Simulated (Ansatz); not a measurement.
Gap of a (6,0) BAs nanotube at several levels, all on one geometry.

Levels: PBE (plane waves to 420 eV, PAW; Ansatz, a program for electronic structure); PBE with spin-orbit coupling (Ansatz); r2SCAN (plane waves to 500 eV, PAW; Ansatz). Unmarked values and the geometry are of the first. Mesh 1×1×6. No spin polarisation. Periodic along z alone, with about 11 Å of vacuum beside it. A hypothetical model, rolled from the flat sheet. Only distortions within the start's symmetry and period were free. Values not marked SOC lack spin–orbit coupling.

```tsv
level	gap (eV)
PBE	0.43
PBE+SOC	___
r2SCAN	0.69
```

Some entries are withheld; supply them.


- PBE+SOC, gap (eV): 0.41
